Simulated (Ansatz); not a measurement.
Functionals compared on CO on the 1x1 (111) surface of fcc Cu, one in a 2x2 cell, started at the site 'top Cu', in Ansatz (plane waves, PAW). The structure was relaxed with PBE; the other rows are single points on it, each with its references at the same level. Cutoff 420 eV (500 eV for r2SCAN).

Set-up: 18 atoms, 6.2 Å thick at the start under the adsorbate (thin: gaps and levels are the slab's own); mesh 6x6x1; 0.1 eV smearing; dipole correction on; 8 atoms held, the rest relaxed; symmetry of the start imposed; no spin, no spin-orbit, no U, no dispersion correction. At the end it is bonded to Cu. In PBE this state lies 0.08 eV over the lowest of the starts that converged ('hollow Cu-Cu-Cu over Cu at depth 4.1 Å'). These notes are the PBE run's. Adsorption energies are against CO(g). A negative adsorption energy means that the adsorbate is more stable on the surface than in its reference.

```json
[
 {"functional": "PBE", "adsorption energy (eV)": "-0.67", "work function of the top face (eV)": "4.70", "change of the work function (eV)": "-0.07", "rough cost of the single point": "–"},
 {"functional": "RPBE", "adsorption energy (eV)": "-0.38", "work function of the top face (eV)": "4.57", "change of the work function (eV)": "-0.03", "rough cost of the single point": "roughly 100 core-seconds"},
 {"functional": "r2SCAN", "adsorption energy (eV)": "-0.82", "work function of the top face (eV)": "4.75", "change of the work function (eV)": "-0.05", "rough cost of the single point": "very roughly 2.4 core-minutes"}
]
```

Ansatz is a quantum-chemistry and plane-wave program.
